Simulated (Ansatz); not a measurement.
V_Si+N_Si+N_Si in silicon (the name describes the start): one set of geometries, relaxed with PBE, evaluated in Ansatz (PAW, plane waves to 420 eV, 500 eV under r2SCAN) with PBE, r2SCAN.

Cell and caveats: 216-site cell; 2×2×2 shifted k-points; start: a built cluster, 3.9 Å across; finite-size errors of tenths of an eV; relaxed from one start, so a lower configuration may exist.

```tsv
quantity	PBE	r2SCAN
host gap (eV)	0.61	___
neutral formation energy against N2 molecule in a box, silicon (eV)	2.30	___
largest moment on one atom at charge 0 (μB)	0.00	___
```

Problem. Given the lower rungs, what does r2SCAN give?

Solution. 
- host gap (eV), r2SCAN: 0.79
- neutral formation energy against N2 molecule in a box, silicon (eV), r2SCAN: 2.66
- largest moment on one atom at charge 0 (μB), r2SCAN: 0.00

Ansatz is an electronic-structure program.
